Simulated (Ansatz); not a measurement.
Take Ga$_{2}$O$_{3}$ in the corundum structure (space group R-3c, No. 167; a = 5.058 Å, c = 13.623 Å (hexagonal axes)) as the base. Axes: x lies along a and z along c of the hexagonal cell.

Computed with PBE in Ansatz (plane waves to 420 eV, PAW, no spin-orbit coupling).

Perturbation: the cell is stretched by 2.25 % along z with no lateral relaxation; the atoms relax in the strained cell.

Task: Predict the stress tensor and what it implies for the stiffness.

Result: Stress of the strained cell less that of the base (GPa, compression positive):
```
  -2.34    0.00    0.00
   0.00   -2.34    0.00
   0.00    0.00   -7.03
```

Then −Δσ_ii/ε with ε = 0.0225 gives secant stiffness values (nonlinear terms included at this strain): C33 ≈ 312 GPa, C13 ≈ 104 GPa and C23 ≈ 104 GPa.

As a check, the harmonic strain energy −½ V₀ Δσ:ε is 5.0 meV/atom; the computed energy rise is 5.0 meV/atom.

Whether these cells are dynamically stable was not tested.

Ansatz is a first-principles code.
